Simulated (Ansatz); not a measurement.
K2NiF4 (I4/mmm, No. 139)

Computed with PBE0 (Ansatz, a first-principles code, plane waves, PAW).

Run with plane-wave cutoff 460 eV, 8×8×8 k mesh, Fermi–Dirac smearing 0.01 eV, spin-polarised start, scalar-relativistic PAW data made under PBE.

Cell (relaxed with PBEsol):

Space group I4/mmm (No. 139); a = b = 4.005 Å, c = 12.960 Å, α = β = γ = 90.00°

```json
[
 {"atom": "K", "site": "4e", "symmetry": "4mm", "x": "0.0000", "y": "0.0000", "z": "0.3556"},
 {"atom": "Ni", "site": "2a", "symmetry": "4/mmm", "x": "0.0000", "y": "0.0000", "z": "0.0000"},
 {"atom": "F", "site": "4c", "symmetry": "mmm.", "x": "0.0000", "y": "0.5000", "z": "0.0000"},
 {"atom": "F", "site": "4e", "symmetry": "4mm", "x": "0.0000", "y": "0.0000", "z": "0.1538"}
]
```
(The calculation used a cell of 7 atoms; values per cell refer to that cell.)

```
Property                                                  Value
-------------------------------------------  ------------------
band gap                                     6.17 eV (indirect)
smallest direct gap on the k points sampled             6.69 eV
direct gap at Γ                                         6.83 eV
```

Note: the magnetic order was assumed, not searched for or taken from measurement; cell and atoms aren't relaxed at this level (largest force component 0.10 eV/Å, pressure 1.8 GPa).
